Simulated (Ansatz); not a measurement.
## Zr2AlN (P6₃/mmc, No. 194, 8 atoms in the cell; start mp-4678): bulk modulus B0 by level of theory

No measured value is used here.

```tsv
level (code)	value (GPa)	cell (Å³/atom)
LDA (Ansatz)	158	15.77
PBEsol (Ansatz)	151	16.08
r²SCAN (Ansatz)	150	16.40
```

LDA, PBEsol, r²SCAN: the bulk modulus is −V dP/dV from two relaxed cells at ±2 % in volume. LDA, PBEsol, r²SCAN: the relaxation could not lower the start's symmetry, so the cell can be a saddle point above a distorted one. Each level is taken at its own relaxed cell. Cutoffs differ between the levels. Ansatz's density-functional and Hartree–Fock values are scalar-relativistic unless marked +SOC, with PAW data made under PBE.

A start named mp-… is a Materials Project structure, which need not be a measured phase.

Ansatz is a program for electronic structure.
